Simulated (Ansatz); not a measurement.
# A constructed model of the (0001) surface of hcp Ru, a pseudomorphic layer of Mn in the other hollow (bottom of the slab: a bare face, its two planes held)

The numbers are results of PBE (plane waves to 420 eV, PAW; Ansatz, a first-principles code), not measurements.

Model: 7-atom slab, 13.3 Å thick at the start with caps and adatoms (thin: gaps and levels are the slab's own), 16x16x1 mesh, Fermi-Dirac 0.1 eV, dipole correction, 2 atoms held, the rest relaxed; symmetry of the start imposed; spin-polarised, ending with about 3.6 μB a cell; orders that need a larger cell were not tried, no spin-orbit, no U. In PBE it lies 0.05 eV a 1x1 cell over the lowest computed structure of the same composition (a pseudomorphic layer of Mn in the host's stacking).

| Quantity | Result |
|---|---|
| work function of the top face | 4.27 eV |
| energy released by relaxation | 0.18 eV |
| magnetic moment of the cell | 3.63 μB |
| cost | roughly 6 core-minutes |
